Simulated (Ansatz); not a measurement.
BP (F-43m), PBEsol with spin-orbit coupling, rigid bands in Ansatz (a program for electronic structure): N_v = 2.50e19 cm⁻³ at 300 K and a hole conductivity mass of 0.422 mₑ.

**Question.** For 1e16 holes per cm³ at 300 K, place the Fermi level, estimate the Seebeck coefficient of a parabolic band with constant τ, and give mobility and conductivity for τ = 5 fs.

**Answer.** The level lies k_BT ln(N_v/p) = 0.202 eV above the valence-band maximum. S ≈ +(k_B/e)[ln(N_v/p) + 5/2] = 890 μV/K, against 918 μV/K from the full bands (mean over directions). μ = eτ/m = 20.8 cm²/(V·s) and σ = peμ = 0.0334 S/cm. τ is assumed, not computed.

Band transport and this doping are assumed; polarons and phonon drag are left out.
